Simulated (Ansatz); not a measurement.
Take Ge in the diamond structure (space group Fd-3m, No. 227; a = 5.674 Å) as the base. Axes: x, y, z lie along the cube axes.

All numbers come from r2SCAN (Ansatz, a quantum-chemistry and plane-wave program, PAW, no spin-orbit coupling).

One thing is altered: the cell is compressed by 1.50 % along z with no lateral relaxation, atoms relaxed at fixed cell.

Task: Predict the stress tensor and what it implies for the stiffness.

Result: Stress of the strained cell less that of the base (GPa, compression positive):
```
   0.71    0.00    0.00
   0.00    0.71    0.00
   0.00    0.00    1.93
```

Then −Δσ_ii/ε with ε = -0.0150 gives secant stiffness values (nonlinear terms included at this strain): C33 ≈ 129 GPa, C13 ≈ 47 GPa and C23 ≈ 47 GPa.

Stability against distortions was not tested.
